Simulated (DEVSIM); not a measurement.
Device: Schottky contact on p-type CdTe, at 400 K.

```tsv
layer (left to right)	material	thickness (μm)	Na (cm⁻³)	τn (s)	τp (s)
1	CdTe	1.30	9.8e16	1.4e-8	1.4e-8
2	CdTe	26.0	5.5e17	1.4e-8	1.4e-8
```

Left contact: Schottky, work function 4.92 eV, emission velocity 6.4e6 cm/s. Right contact: ohmic. Voltage is applied to the left contact. Recombination: SRH at mid-gap, radiative. Mobility is constant in doping. Where it depends on doping, it is μmin + (μ − μmin)/(1 + (N/Nref)^α).

The device is made up for the run: typed textbook-type constants, with dimensions and the other settings drawn at random. Values at 300 K; Nc and Nv go as T^1.5, mobilities as T to minus their exponent, the gap by Varshni's rule with the affinity fixed. The table also holds parameters that only a changed run uses.

```tsv
parameter	CdTe
gap (eV)	1.5
affinity (eV)	4.28
permittivity	10.2
Nc (cm⁻³)	8e17
Nv (cm⁻³)	1.8e19
μn (cm²/Vs)	1000
μp (cm²/Vs)	80
μn,min	100
μp,min	10
Nref,n	1e17
Nref,p	1e17
αn	0.6
αp	0.6
T exponent of μn	1.7
T exponent of μp	1.5
B (cm³/s)	1e-10
Cn (cm⁶/s)	1e-30
Cp (cm⁶/s)	1e-30
Varshni α (eV/K)	0.00031
Varshni β (K)	108
```

Simulated with DEVSIM: 1D drift-diffusion, Boltzmann statistics, complete ionisation; no tunnelling, impact ionisation, image-force lowering or self-heating. Metal contacts follow the ideal Schottky-Mott rule: no Fermi-level pinning, no interface dipoles.

Base results: dark forward voltage at 100 A/cm² (V) 0.507; dark forward voltage at 1 A/cm² (V) 0.268; potential step across the device at zero bias (V) 0.696.

What follows from this one change: thickness of layer 1 1.3 → 6.5 μm?

dark forward voltage at 100 A/cm² 0.507 → 0.571 V; dark forward voltage at 1 A/cm² little changed (0.268 V); potential step across the device at zero bias little changed (0.696 V).

What follows from this one change: thickness of layer 2 26 → 44 μm?

dark forward voltage at 100 A/cm² 0.507 → 0.546 V; dark forward voltage at 1 A/cm² little changed (0.268 V); potential step across the device at zero bias little changed (0.696 V).

What follows from this one change: temperature 400 → 350 K?

dark forward voltage at 100 A/cm² 0.507 → 0.562 V; dark forward voltage at 1 A/cm² 0.268 → 0.356 V; potential step across the device at zero bias 0.696 → 0.733 V.

What follows from this one change: metal work function 4.92 → 4.72 eV?

dark forward voltage at 100 A/cm² 0.507 → 0.707 V; dark forward voltage at 1 A/cm² 0.268 → 0.467 V; potential step across the device at zero bias 0.696 → 0.896 V.

What follows from this one change: doping Na of layer 2 5.5e+17 → 5.5e+16 cm^-3?

dark forward voltage at 100 A/cm² 0.507 → 1.018 V; dark forward voltage at 1 A/cm² 0.268 → 0.274 V; potential step across the device at zero bias 0.696 → 0.616 V.

What follows from this one change: doping-dependent mobility in place of the constant one?

dark forward voltage at 100 A/cm² 0.507 → 0.615 V; dark forward voltage at 1 A/cm² 0.268 → 0.280 V; potential step across the device at zero bias little changed (0.696 V).
